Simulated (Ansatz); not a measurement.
Checking a run of Ansatz (a program for electronic structure) on IrSe2 (I4_1/amd, 6 atoms in the cell). The aim is a self-consistent single point with DFT, PBEsol, plane waves, default PAW files made with PBE.

Input:

Ansatz 0.2 input:
```yaml
# IrSe2
crystal:
  lattice:
    - [-2.560854, 2.560854, 6.436978]
    - [2.560854, -2.560854, 6.436978]
    - [2.560854, 2.560854, -6.436978]
  atoms:
    - { symbol: Ir, position: [0.500000, 0.500000, 0.000000] }
    - { symbol: Ir, position: [0.250000, 0.750000, 0.500000] }
    - { symbol: Se, position: [0.291900, 0.291900, 0.000000] }
    - { symbol: Se, position: [0.041900, 0.541900, 0.500000] }
    - { symbol: Se, position: [0.458100, 0.958100, 0.500000] }
    - { symbol: Se, position: [0.708100, 0.708100, 0.000000] }
kpoints:
  mp_grid: { grid: [5, 5, 5] }
hamiltonian:
  xc: pbesol
  pseudopotentials: { kind: paw }
scf:
  occupations: { method: cold, width: 0.2 }
  max_iter: 40
  convergence: { dr2_threshold: 1.0e-22 eV }
output:
  forces: true
  eigenvalues: true
  stress: true
```

The program printed (abridged):

```
WARN basis.ecutwfc = 420 eV, the default
WARN ansatz: RAYON_NUM_THREADS=1 ignored (pool sized by the plan → 1); use --threads N
   [... lines left out ...]
Crystal: 6 atoms, lattice volume = 168.854 Å³
Basis set: ecut = 420 eV, 3309 PW (Γ), FFT grids on a1+a3, a2+a3, a3, exchange–correlation on 72×72×100 points (8 copies of the dense FFT grid, shifted against one another)
Bands: 59, of which v1, the nominal top of the filled ones, is band 49 counted from 1 (48 counted from 0)
Symmetry: 16 space group operations
Space group: I41/amd (ITA 141), of the structure as read, at distance tolerance 5.5e-5 Å
k-points: 18 of 125
PAW frozen core: Ir, regenerated for the run's functional, and the local potential with it
PAW frozen core: Se, regenerated for the run's functional, and the local potential with it
Initial density: superposition of atomic densities (neutral atoms: chi_scale 0, normalization atom), corrected by the library's trained network
Initial wavefunctions: pseudopotential atomic-orbital guess
Eigensolver: davidson
Functional: x = pbesol(κ = 0.804, μ = 0.12345679012345678), c = pbesol(β = 0.046)
SCF iter   1: F=—  HF=-45292.697267 eV  |F-HF|=—  |Δ(HF+E_count)|=         —  Δρ=5.10e-3  dr2=5.25e-2  ethr=1.77e-3  ⟨swp⟩=5.2  Hψ=3592  notcnv=0
all-band conjugate gradients solve this SCF's bands
preconditioner: auto → LDOS
SCF iter   2: F=—  HF=-45292.695513 eV  |F-HF|=—  |Δ(HF+E_count)|=   1.75e-3  S|Δr|=    0.00e0  Δρ=1.82e-3  dr2=1.21e-2  ethr=5.36e-5  ⟨swp⟩=2.9  Hψ=2205  notcnv=0
   [... lines left out ...]
SCF iter  19: F=—  HF=-45292.693357 eV  |F-HF|=—  |Δ(HF+E_count)|=  1.46e-11  S|Δr|=    0.00e0  Δρ=6.48e-13  dr2=9.07e-22  ethr=9.19e-19 (applied; sched 1.00e-12)  ⟨swp⟩=1.0  Hψ=1011  notcnv=0  defer=51
SCF iter  20: F=—  HF=-45292.693357 eV  |F-HF|=—  |Δ(HF+E_count)|=  7.28e-12  S|Δr|=    0.00e0  Δρ=3.44e-13  dr2=2.66e-22  ethr=9.19e-19 (applied; sched 1.00e-12)  ⟨swp⟩=1.0  Hψ=1011  notcnv=0  defer=51
SCF iter  21: F=-45292.693357 eV  HF=-45292.693357 eV  |F-HF|=7.28e-12  |Δ(HF+E_count)|=  1.46e-11  S|Δr|=    0.00e0  Δρ=8.05e-14  dr2=1.87e-23  ethr=1.00e-12  ⟨swp⟩=6.2  Hψ=1951  notcnv=0
SCF 1 converged in 21 iterations: F = -45292.693357 eV  dr2 = 1.87e-23
Stability not checked (fill_not_monotonic)
Free energy (F): -45292.693357 eV
Internal energy: -45292.647612 eV  (E = F + TS)
E sigma→0 (E₀):  -45292.678109 eV
Entropy (-TS):   -0.045745 eV (-7.624 meV/atom)
Fermi energy:    7.300841 eV
--- Forces (eV/Å), atoms counted from 1 ---
  atom   1  Ir    -0.00000000    -0.00000000     0.00000000
  atom   2  Ir     0.00000000     0.00000000     0.00000000
  atom   3  Se     0.00000000     0.00000000     1.30807199
   [... lines left out ...]
  atom   6  Se     0.00000000    -0.00000000    -1.30807199
--- Stress (GPa, compression-positive) ---
      -12.061022       0.000000       0.000000
        0.000000     -12.061022      -0.000000
        0.000000      -0.000000     -17.524739
  P = ⅓ Tr σ = -13.8823 GPa (-138.823 kbar)
  The stress holds the Pulay correction. Without it, at fixed plane waves, as pw.x and ABINIT print it: P = -13.9002 GPa
```

Can these results be used? Check the input.

The results can be used. The input holds a threshold far tighter than needed, beside a limit on iterations, which can do harm: each further decade of the residual costs iterations, and near the noise of double precision and of the grids the loop may never get there. Here it did none. The run converged in 21 iterations, and against the sound input the free energy is nearly the same (within 1 meV/atom), the pressure stays at -13.88 GPa and the largest force stays at 1.308 eV/Å. It cost iterations: the sound input took 7.

The sound input it was made from differs as follows (other fixes are possible):
```diff
-  max_iter: 40
-  convergence: { dr2_threshold: 1.0e-22 eV }
```

With that input, the run converged in 7 iterations: free energy E − TS (on the zero of these files) -45292.6934 eV; Fermi level (on the code's own zero) 7.30 eV; pressure -13.88 GPa; largest force (vector length) 1.308 eV/Å (DFT, PBEsol, plane waves, default PAW files made with PBE).

On the sound input: the starting cell was generated: these elements placed on a structure prototype, without a prior relaxation; it need not be a known phase or ordering of this composition. Spin-orbit coupling is off. Spin polarisation is off. With a pressure of about -14 GPa the cell is away from its equilibrium volume at this level. Forces in this geometry exceed 1 eV/Å. Ansatz's pressure includes its estimate of the finite-basis (Pulay) stress.
